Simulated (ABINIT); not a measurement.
Short convergence ladders for CuPd (P4mm, 2 atoms in the cell)

```
CuPd
1.0
    2.96552     0.00000     0.00000
    0.00000     2.96552     0.00000
    0.00000     0.00000     2.96552
Cu Pd
1 1
Cartesian
  0.00000   0.00000   0.05000
  1.48276   1.48276   1.48276
```

Base method: PBEsol, PAW (JTH v2.0 PBE PAW, files made for PBE) (plane waves; ABINIT).

Base settings: pseudos = [Cu.GGA_PBE-JTH.xml, Pd.GGA_PBE-JTH.xml]; ecut = 30 Ha; pawecutdg = 60 Ha; ixc = -116133; occopt = 7; tsmear = 0.1 eV; ngkpt = 5 5 5; nshiftk = 1; shiftk = 0 0 0; potentials = JTH v2.0 PBE PAW.

The count of work is k-points × plane waves × bands × iterations; it is no time. Core times come from one kind of shared machine, to one figure; runs under 30 s give none.

**The k-point mesh**

Only quantities that move along the ladder and can be compared are tabulated.

These are the values that this program gave, and no reference: the one-centre exchange-correlation terms come from a truncated expansion.

```tsv
ngkpt	free energy less the last step's (meV/atom)	pressure (GPa)	largest difference of a force vector from the last step's (eV/Å)	count of work / last
2 2 2	1201.08	24.25	0.303	0.039
3 3 3	-113.96	-2.88	0.039	0.089
4 4 4	75.52	1.25	0.001	0.29
5 5 5	4.46	-1.23	0.022	0.29
6 6 6	1.12	-0.14	0.021	0.57
8 8 8	0.00	-0.58	0.000	1.0
```

Coarsest ngkpt that holds the free energy within 5 meV/atom of the last step, with all finer ones: 5 5 5, at 0.29 of the last step's count of work; the step before is off by 76 meV/atom.

Coarsest ngkpt that holds the forces within 0.01 eV/Å: not settled: the last two steps still differ by 0.021 eV/Å, over half the tolerance, so the ladder does not show it.

Coarsest ngkpt that holds the pressure within 1 GPa of the last step, with all finer ones: 5 5 5, at 0.29 of the last step's count of work; the step before is off by 1.8 GPa.

**Shifted k-point meshes**

In this ladder: shiftk = 0.5 0.5 0.5.

Only quantities that move along the ladder and can be compared are tabulated.

These are the values that this program gave, and no reference: the one-centre exchange-correlation terms come from a truncated expansion.

| ngkpt | free energy less the last step's (meV/atom) | pressure (GPa) | largest difference of a force vector from the last step's (eV/Å) | count of work / last |
|---|---|---|---|---|
| 2 2 2 | -347.71 | -6.19 | 0.233 | 0.013 |
| 4 4 4 | -35.72 | -1.38 | 0.008 | 0.064 |
| 6 6 6 | 13.16 | -0.50 | 0.026 | 0.20 |
| 10 10 10 | 0.00 | -0.64 | 0.000 | 1.0 |

Coarsest ngkpt that holds the pressure within 1 GPa of the last step, with all finer ones: 4 4 4, at 0.064 of the last step's count of work; the step before is off by 5.6 GPa.

Coarsest ngkpt that holds the forces within 0.02 eV/Å: not settled: the last two steps still differ by 0.026 eV/Å, over half the tolerance, so the ladder does not show it.

Coarsest ngkpt that holds the free energy within 5 meV/atom: not settled: the last two steps still differ by 13 meV/atom, over half the tolerance, so the ladder does not show it.

**The SCF threshold**

In this ladder: tolvrs = default.

The mesh stays at the base's, so the ladder's end is converged at best in this setting alone.

Only quantities that move along the ladder and can be compared are tabulated.

These are the values that this program gave, and no reference: the one-centre exchange-correlation terms come from a truncated expansion.

| toldfe | free energy less the last step's (meV/atom) | pressure (GPa) | largest difference of a force vector from the last step's (eV/Å) | count of work / last | core time / last (rough) |
|---|---|---|---|---|---|
| 0.0037 Ha | -18.99 | 45.39 | 0.589 | 0.096 | – |
| 3.7e-05 Ha | -0.58 | -2.46 | 0.063 | 0.14 | 0.2 |
| 3.7e-07 Ha | 0.00 | -0.86 | 0.021 | 0.22 | 0.2 |
| 3.7e-14 Ha | 0.00 | -1.23 | 0.000 | 1.0 | 1 |

Coarsest toldfe that holds the forces within 0.02 eV/Å: not settled: the last two steps still differ by 0.021 eV/Å, over half the tolerance, so the ladder does not show it.

Coarsest toldfe that holds the free energy within 5 meV/atom of the last step, with all finer ones: 3.7e-05 Ha, at 0.14 of the last step's count of work and about 0.2 of the last step's time; the step before is off by 19 meV/atom.

Coarsest toldfe that holds the pressure within 1 GPa of the last step, with all finer ones: 3.7e-07 Ha, at 0.22 of the last step's count of work and about 0.2 of the last step's time; the step before is off by 1.2 GPa.

On the base run: the starting cell comes from a database of computed structures (which also holds hypothetical and non-ambient phases and stackings), without a prior relaxation at this level. Its lattice was rescaled by up to half a per cent. One atom was moved a little off its site on purpose. Spin polarisation is off. The potentials were made for another functional than the one used. Without a gap this mesh is coarse (it stands for a supercell whose shortest vector is 15 Å).
